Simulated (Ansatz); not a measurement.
Output of an Ansatz run (abridged):

```
WARN ansatz: RAYON_NUM_THREADS=1 ignored (pool sized by the plan → 1); use --threads N
Pseudopotentials: kind: paw
Pseudopotential: Re, paw, valence charge 15
Pseudopotential: Cl, paw, valence charge 7
Crystal: 7 atoms, lattice volume = 181.401 Å³
Basis set: ecut = 420 eV, 3529 PW (Γ)
Bands: 36, of which v1, the nominal top of the filled ones, is band 29 counted from 1 (28 counted from 0)
Symmetry: 3 space group operations
Space group: R3 (ITA 146), of the structure as read, at distance tolerance 5.7e-5 Å
Magnetic group: BNS 146.10 (UNI 1240), of the structure as read, at distance tolerance 5.7e-5 Å
k-points: 14 of 64 (time reversal used)
PAW frozen core: Re, regenerated for the run's functional, and the local potential with it
PAW frozen core: Cl, regenerated for the run's functional, and the local potential with it
Initial density: superposition of atomic densities (chi_scale 0.1, normalization cell, long waves kept (reshape's long-wave potential 0.04 eV rms))
Starting moments: Σ|m| = 1 μB on 1 of 7 sites
Initial wavefunctions: pseudopotential atomic-orbital guess
Eigensolver: davidson
Functional: x = slater, c = lda
SCF iter   1: F=—  HF=-16876.967785 eV  |F-HF|=—  |Δ(HF+E_count)|=         —  Δρ=2.46e-2 (↑1.44e-2 ↓2.46e-2)  dr2=6.38e0  dr2_m=1.46e-1  M=0.182 μB ∫|m|=0.208 μB  β_m=0.30  ethr=3.10e-3  ⟨swp⟩=7.4  Hψ=4543  notcnv=0  defer=4
Mixer restart at iter 1: flushing history
all-band conjugate gradients solve this SCF's bands
preconditioner: auto → Kerker (q_TF=auto, 2.250 Å⁻¹)
spin=Collinear: Kerker preconditioning applied to the charge; magnetization (m = ρ↑ − ρ↓) channel mixes plain (no charge-response kernel on spin).
SCF iter   2: F=—  HF=-16876.362926 eV  |F-HF|=—  |Δ(HF+E_count)|=   6.05e-1  Δρ=1.63e-2 (↑9.95e-3 ↓1.63e-2)  dr2=3.09e0  dr2_m=6.76e-2  M=0.208 μB ∫|m|=0.230 μB  β_m=0.60  ethr=3.10e-3  ⟨swp⟩=2.0  Hψ=1369  notcnv=0  defer=20
   [... lines left out ...]
SCF iter  10: F=—  HF=-16875.659424 eV  |F-HF|=—  |Δ(HF+E_count)|=   5.46e-7  Δρ=4.31e-5 (↑2.60e-5 ↓4.31e-5)  dr2=3.18e-6  dr2_m=1.86e-6  M=0.011 μB ∫|m|=0.011 μB  β_m=1.00  ethr=1.56e-8  ⟨swp⟩=2.0  Hψ=1845  notcnv=0  defer=28
SCF iter  11: F=—  HF=-16875.659423 eV  |F-HF|=—  |Δ(HF+E_count)|=   6.71e-8  Δρ=1.05e-5 (↑7.71e-6 ↓1.05e-5)  dr2=3.47e-7  dr2_m=1.12e-7  M=0.003 μB ∫|m|=0.003 μB  β_m=1.00  ethr=5.58e-9  ⟨swp⟩=2.1  Hψ=1854  notcnv=0  defer=28
SCF iter  12: F=—  HF=-16875.659424 eV  |F-HF|=—  |Δ(HF+E_count)|=   5.35e-8  Δρ=1.77e-6 (↑1.55e-6 ↓1.77e-6)  dr2=5.04e-8  dr2_m=1.12e-10  M=0.000 μB ∫|m|=0.000 μB  β_m=1.00  ethr=6.09e-10  ⟨swp⟩=2.0  Hψ=1818  notcnv=0  defer=28
SCF iter  13: F=-16875.659424 eV  HF=-16875.659424 eV  |F-HF|=4.69e-10  |Δ(HF+E_count)|=   1.20e-8  Δρ=5.30e-7 (↑5.21e-7 ↓5.30e-7)  dr2=3.79e-9  dr2_m=3.52e-12  M=0.000 μB ∫|m|=0.000 μB  ethr=8.84e-11  ⟨swp⟩=11.0  Hψ=3638  notcnv=0
SCF 1 converged in 13 iterations: F = -16875.659424 eV  dr2 = 3.79e-9
Crystal: 7 atoms, lattice volume = 181.401 Å³
Starting moments: Σ|m| = 5 μB on 1 of 7 sites
SCF iter   1: F=—  HF=-16875.510501 eV  |F-HF|=—  |Δ(HF+E_count)|=         —  Δρ=8.17e-2 (↑5.05e-2 ↓8.17e-2)  dr2=1.22e1  dr2_m=6.74e0  M=1.314 μB ∫|m|=1.881 μB  β_m=0.30  ethr=3.10e-3  ⟨swp⟩=7.9  Hψ=4538  notcnv=0
preconditioner: auto → Kerker (q_TF=auto, 2.250 Å⁻¹)
spin=Collinear: Kerker preconditioning applied to the charge; magnetization (m = ρ↑ − ρ↓) channel mixes plain (no charge-response kernel on spin).
SCF iter   2: F=—  HF=-16875.083532 eV  |F-HF|=—  |Δ(HF+E_count)|=   4.27e-1  Δρ=5.07e-2 (↑4.66e-2 ↓5.07e-2)  dr2=1.85e0  dr2_m=3.77e0  M=1.004 μB ∫|m|=1.542 μB  β_m=0.30  ethr=3.10e-3  ⟨swp⟩=2.5  Hψ=1679  notcnv=0  defer=28
SCF iter   3: F=—  HF=-16875.267155 eV  |F-HF|=—  |Δ(HF+E_count)|=   1.84e-1  Δρ=3.58e-2 (↑3.58e-2 ↓3.49e-2)  dr2=5.93e-1  dr2_m=2.01e0  M=1.000 μB ∫|m|=1.388 μB  β_m=0.30  ethr=3.10e-3  ⟨swp⟩=1.5  Hψ=1067  notcnv=0  defer=28
SCF iter   4: F=—  HF=-16875.350068 eV  |F-HF|=—  |Δ(HF+E_count)|=   8.29e-2  Δρ=2.64e-2 (↑2.64e-2 ↓2.42e-2)  dr2=5.68e-2  dr2_m=1.06e0  M=0.997 μB ∫|m|=1.297 μB  β_m=0.30  ethr=1.04e-3  ⟨swp⟩=2.9  Hψ=1714  notcnv=0  defer=28
SCF iter   5: F=—  HF=-16875.472779 eV  |F-HF|=—  |Δ(HF+E_count)|=   1.23e-1  Δρ=1.94e-2 (↑1.75e-2 ↓1.94e-2)  dr2=4.38e-2  dr2_m=5.64e-1  M=0.988 μB ∫|m|=1.227 μB  β_m=0.30  ethr=9.96e-5  ⟨swp⟩=2.0  Hψ=1834  notcnv=0  defer=28
SCF iter   6: F=—  HF=-16875.540476 eV  |F-HF|=—  |Δ(HF+E_count)|=   6.77e-2  Δρ=1.39e-2 (↑1.34e-2 ↓1.39e-2)  dr2=4.83e-3  dr2_m=3.08e-1  M=0.975 μB ∫|m|=1.167 μB  β_m=0.30  ethr=7.68e-5  ⟨swp⟩=1.7  Hψ=1205  notcnv=0  defer=28
SCF iter   7: F=—  HF=-16875.582850 eV  |F-HF|=—  |Δ(HF+E_count)|=   4.24e-2  Δρ=1.05e-2 (↑1.05e-2 ↓9.93e-3)  dr2=2.93e-3  dr2_m=1.74e-1  M=0.956 μB ∫|m|=1.114 μB  β_m=0.30  ethr=8.47e-6  ⟨swp⟩=2.0  Hψ=1777  notcnv=0  defer=28
Mixer restart at iter 7: flushing history
   [... lines left out ...]
spin-set hold released at iteration 7 (site moments contracting)
iter 18 did not close the SCF: its close was put off for a magnetic moment that had not settled (scf_convergence_deferred on its scf_iter line)
iter 19 did not close the SCF: its close was put off for a magnetic moment that had not settled (scf_convergence_deferred on its scf_iter line)
WARN: the starting moments were not kept: the SCF closed with an absolute magnetisation of 8.4e-5 μB, where they sum to 1 μB in size (1 site) …
Absolute magnetization: 0.0001 μB (∫|ρ↑−ρ↓|, with the PAW one-centre terms)
Free energy (F): -16875.659424 eV
Fermi energy:    3.045098 eV
   [... lines left out ...]
--- Stress (GPa, compression-positive) ---
       -4.041440       0.000000      -0.000000
       -0.000000      -4.041440      -0.000000
        0.000000      -0.000000      -4.306961
  P = ⅓ Tr σ = -4.1299 GPa (-41.299 kbar)
  The stress holds the Pulay correction. Without it, at fixed plane waves, as pw.x and ABINIT print it: P = -4.1423 GPa
--- Band table (eV; the first three rows and the last of 28) ---
  k-point 0 ↑: bands = ["-78.6811", "-40.4495", "-40.4495", "-40.4361", "-12.5172", "-11.5636", "-11.5636", "-11.2611", "-11.1248", "-11.1248", "-2.6752", "-2.0929", "-2.0929", "-1.8335", "-1.5473", "-1.5473", "-0.8285", "-0.8285", "-0.5355", [...]
  k-point 1 ↑: bands = ["-78.6811", "-40.4495", "-40.4495", "-40.4362", "-12.4096", "-11.5986", "-11.5825", "-11.2695", "-11.1978", "-11.1428", "-2.5815", "-2.1627", "-2.0631", "-1.7922", "-1.5722", "-1.5186", "-0.9221", "-0.5430", "-0.3469", [...]
  k-point 2 ↑: bands = ["-78.6811", "-40.4495", "-40.4495", "-40.4362", "-12.2651", "-11.6709", "-11.6030", "-11.3387", "-11.2101", "-11.1589", "-2.5222", "-2.2378", "-2.0845", "-1.7040", "-1.3251", "-1.2284", "-1.1157", "-0.6455", "-0.2034", [...]
  k-point 13 ↓: bands = ["-78.6811", "-40.4495", "-40.4495", "-40.4361", "-12.3279", "-11.5539", "-11.5539", "-11.5306", "-11.1376", "-11.1376", "-2.3626", "-2.2073", "-2.2073", "-1.4316", "-1.3865", "-1.3865", "-0.5730", "-0.5730", "-0.4813", [...]
```

The structure:

```xyz
7
Lattice="3.0635 1.7687 5.5798 -3.0635 1.7687 5.5798 0.0000 -3.5374 5.5798" Properties=species:S:1:pos:R:3 pbc="T T T"
Re     0.0000     0.0000     0.0500
Cl     1.1850    -1.7314     9.8368
Cl    -1.1850     1.7314     6.9026
Cl     0.9069     1.8919     9.8368
Cl    -0.9069    -1.8919     6.9026
Cl    -2.0919    -0.1605     9.8368
Cl     2.0919     0.1605     6.9026
```
Moments meant for the start (each program seeds them in its own way; μB, in the order of the atoms Re Cl Cl Cl Cl Cl Cl): 1.0 0.0 0.0 0.0 0.0 0.0 0.0.

Task: Reconstruct the input of this run.

Result: Other spellings and defaults could give the same log, and not every line can be read from it. The input that was run (DFT, LDA (PW92), plane waves, default PAW files made with PBE):

Ansatz 0.2 input:
```yaml
# ReCl6
crystal:
  lattice:
    - [3.06348100, 1.76870200, 5.57981300]
    - [-3.06348100, 1.76870200, 5.57981300]
    - [0.00000000, -3.53740300, 5.57981300]
  atoms:
    - { symbol: Re, position: [0.00298700, 0.00298700, 0.00298700], spin: 1.0 }
    - { symbol: Cl, position: [0.61790000, 0.23109000, 0.91394000] }
    - { symbol: Cl, position: [0.38210000, 0.76891000, 0.08606000] }
    - { symbol: Cl, position: [0.91394000, 0.61790000, 0.23109000] }
    - { symbol: Cl, position: [0.08606000, 0.38210000, 0.76891000] }
    - { symbol: Cl, position: [0.23109000, 0.91394000, 0.61790000] }
    - { symbol: Cl, position: [0.76891000, 0.08606000, 0.38210000] }
basis:
  ecutwfc: 420.0
kpoints:
  mp_grid: { grid: [4, 4, 4] }
hamiltonian:
  xc: lda
  pseudopotentials: { kind: paw }
magnetization:
  spin_polarized: true
scf:
  occupations: { method: fermi_dirac, width: 0.1 }
output:
  forces: true
  eigenvalues: true
  stress: true
```

The starting cell comes from a database of computed structures (which also holds hypothetical and non-ambient phases and stackings), without a prior relaxation at this level. Its lattice was rescaled by up to half a per cent. One atom was moved a little off its site on purpose. Spin-orbit coupling is off. The starting moments vanished: the run ended non-magnetic. The program warned that a starting moment was not kept. With a pressure of about -4 GPa the cell is away from its equilibrium volume at this level. Ansatz's pressure includes its estimate of the finite-basis (Pulay) stress.

Ansatz is an electronic-structure program.
